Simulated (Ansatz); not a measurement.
Output of an Ansatz run (abridged):

```
WARN ansatz: RAYON_NUM_THREADS=1 ignored (pool sized by the plan → 1); use --threads N
Pseudopotentials: kind: paw
Pseudopotential: Ag, paw, valence charge 19
Pseudopotential: S, paw, valence charge 6
Crystal: 3 atoms, lattice volume = 60.066 Å³
Basis set: ecut = 420 eV, 1211 PW (Γ)
Bands: 27, of which v1, the nominal top of the filled ones, is band 22 counted from 1 (21 counted from 0)
Symmetry: 48 space group operations
Space group: Fm-3m (ITA 225), of the structure as read, at distance tolerance 3.9e-5 Å
k-points: 35 of 729
PAW frozen core: Ag, regenerated for the run's functional, and the local potential with it
PAW frozen core: S, regenerated for the run's functional, and the local potential with it
Initial density: superposition of atomic densities (neutral atoms: chi_scale 0, normalization atom), corrected by the library's trained network
Initial wavefunctions: pseudopotential atomic-orbital guess
Eigensolver: davidson
Functional: x = slater, c = lda
SCF iter   1: F=—  HF=-15785.560128 eV  |F-HF|=—  |Δ(HF+E_count)|=         —  Δρ=1.20e-2  dr2=8.55e-2  ethr=1.77e-3  ⟨swp⟩=5.0  Hψ=3547  notcnv=0
all-band conjugate gradients solve this SCF's bands
preconditioner: auto → Kerker (q_TF=auto, 2.590 Å⁻¹)
SCF iter   2: F=—  HF=-15785.539265 eV  |F-HF|=—  |Δ(HF+E_count)|=   2.09e-2  Δρ=4.91e-3  dr2=1.65e-2  ethr=1.94e-4  ⟨swp⟩=2.1  Hψ=1678  notcnv=0
SCF iter   3: F=—  HF=-15785.534766 eV  |F-HF|=—  |Δ(HF+E_count)|=   4.50e-3  Δρ=1.57e-3  dr2=1.89e-3  ethr=3.75e-5  ⟨swp⟩=1.7  Hψ=977  notcnv=0
SCF iter   4: F=—  HF=-15785.534199 eV  |F-HF|=—  |Δ(HF+E_count)|=   5.67e-4  Δρ=4.27e-4  dr2=2.00e-4  ethr=4.30e-6  ⟨swp⟩=1.3  Hψ=955  notcnv=0
SCF iter   5: F=—  HF=-15785.534171 eV  |F-HF|=—  |Δ(HF+E_count)|=   2.84e-5  Δρ=1.72e-4  dr2=2.85e-5  ethr=4.54e-7  ⟨swp⟩=1.6  Hψ=981  notcnv=0
SCF iter   6: F=—  HF=-15785.534188 eV  |F-HF|=—  |Δ(HF+E_count)|=   1.67e-5  Δρ=5.22e-5  dr2=2.46e-6  ethr=6.48e-8  ⟨swp⟩=1.1  Hψ=952  notcnv=0
SCF iter   7: F=—  HF=-15785.534188 eV  |F-HF|=—  |Δ(HF+E_count)|=   7.53e-7  Δρ=1.66e-5  dr2=1.15e-7  ethr=5.59e-9  ⟨swp⟩=2.0  Hψ=1303  notcnv=0
SCF iter   8: F=-15785.534188 eV  HF=-15785.534188 eV  |F-HF|=2.08e-9  |Δ(HF+E_count)|=   8.28e-9  Δρ=2.96e-6  dr2=4.28e-9  ethr=2.27e-10  ⟨swp⟩=4.1  Hψ=3091  notcnv=0
SCF 1 converged in 8 iterations: F = -15785.534188 eV  dr2 = 4.28e-9
SCF converged after 8 iterations
Free energy (F): -15785.534188 eV
Harris-Foulkes:  -15785.534188 eV  (|F-HF|=2.08e-9)
Internal energy: -15785.523708 eV  (E = F + TS)
E sigma→0 (E₀):  -15785.528948 eV
Entropy (-TS):   -0.010480 eV (-3.493 meV/atom)
Fermi energy:    11.095916 eV
--- Per-component energies (eV) ---
  E_band       = -653.679982
  E_kinetic    = 1160.515932
  E_local      = -5811.931930  (includes V_loc(G=0)·N_el)
  E_nonlocal   = 206.744727
  E_hartree    = 2590.521962
  E_xc         = -460.498489
  E_vxc        = -552.915446  (∫ρ·V_xc dr)
  E_paw        = -8112.868490  (= ΣΔE_a)
  E_vpaw       = -837.143519  (= ΣTr[D̂ρ^β])
  E_aug_tail   = 0.000517  (compensation charges beyond the density's cutoff)
  E_ewald      = -5359.610750
  E_core_change = 1.602812  (= ΣΔE_core)
  E_smearing   = -0.010480  (= −TS)
  E_closure    = 0.000000  (closes the sum)
  Σ components = -15785.534188   (vs F -15785.534188, Δ=0.00e0)
--- Forces (eV/Å), atoms counted from 1 ---
  atom   1  Ag     0.00000000     0.00000000     0.00000000
   [... zero for the other atoms too ...]
  max |Σ_I F_I| component: 4.63e-18 eV/Å
--- Stress (GPa, compression-positive) ---
       -7.314760       0.000000      -0.000000
        0.000000      -7.314760      -0.000000
        0.000000       0.000000      -7.314760
  P = ⅓ Tr σ = -7.3148 GPa (-73.148 kbar)
  The stress holds the Pulay correction. Without it, at fixed plane waves, as pw.x and ABINIT print it: P = -7.3335 GPa
--- Band table (eV; the first three rows and the last of 35) ---
  k-point 0: bands = ["-80.0039", "-79.9982", "-43.5887", "-43.5887", "-43.5887", "-43.5583", "-43.5583", "-43.5583", "-2.2423", "5.3511", "5.3511", "5.3511", "6.2799", "6.2799", "7.9057", "7.9057", "7.9057", "8.4716", "8.4716", "9.6204", "11.0209", [...]
  k-point 1: bands = ["-80.0037", "-79.9983", "-43.5878", "-43.5878", "-43.5878", "-43.5593", "-43.5593", "-43.5593", "-2.1984", "5.3299", "5.3948", "5.3948", "6.3339", "6.3339", "7.8352", "7.8616", "7.8616", "8.3770", "8.3770", "9.5142", "10.9366", [...]
  k-point 2: bands = ["-80.0032", "-79.9988", "-43.5854", "-43.5852", "-43.5852", "-43.5621", "-43.5619", "-43.5619", "-2.0848", "5.3170", "5.5158", "5.5158", "6.4924", "6.4924", "7.6563", "7.7299", "7.7299", "8.1245", "8.1245", "9.0841", "10.7673", [...]
  k-point 34: bands = ["-80.0012", "-80.0008", "-43.5933", "-43.5928", "-43.5768", "-43.5707", "-43.5550", "-43.5544", "-1.7376", "5.4428", "5.7206", "6.2308", "6.7849", "6.8543", "7.2815", "7.5036", "7.5638", "7.6170", "7.7676", "7.9785", "9.0308", [...]
```

The structure:

```
CELL_PARAMETERS angstrom
      0.00000     3.10837     3.10837
      3.10837     0.00000     3.10837
      3.10837     3.10837     0.00000
ATOMIC_POSITIONS crystal
  Ag 0.75000 0.75000 0.75000
  Ag 0.25000 0.25000 0.25000
  S  0.00000 0.00000 0.00000
```

Question: Reconstruct the input of this run.

Answer: Other spellings and defaults could give the same log, and not every line can be read from it. The input that was run (DFT, LDA (PW92), plane waves, default PAW files made with PBE):

Ansatz 0.2 input:
```yaml
# Ag2S
crystal:
  lattice:
    - [0.000000, 3.108370, 3.108370]
    - [3.108370, 0.000000, 3.108370]
    - [3.108370, 3.108370, 0.000000]
  atoms:
    - { symbol: Ag, position: [0.750000, 0.750000, 0.750000] }
    - { symbol: Ag, position: [0.250000, 0.250000, 0.250000] }
    - { symbol: S, position: [0.000000, 0.000000, 0.000000] }
basis:
  ecutwfc: 420.0
kpoints:
  mp_grid: { grid: [9, 9, 9] }
hamiltonian:
  xc: lda
  pseudopotentials: { kind: paw }
scf:
  occupations: { method: fermi_dirac, width: 0.1 }
output:
  forces: true
  eigenvalues: true
  stress: true
```

The starting cell comes from a database of computed structures (which also holds hypothetical and non-ambient phases and stackings), without a prior relaxation at this level. Its lattice was rescaled by up to half a per cent. With a pressure of about -7 GPa the cell is away from its equilibrium volume at this level. Ansatz's pressure includes its estimate of the finite-basis (Pulay) stress. The run gives no clean gap (levels at the Fermi energy touch, overlap or are partly filled at this smearing), which alone does not show that the compound is a metal.

Ansatz is a program for electronic structure.
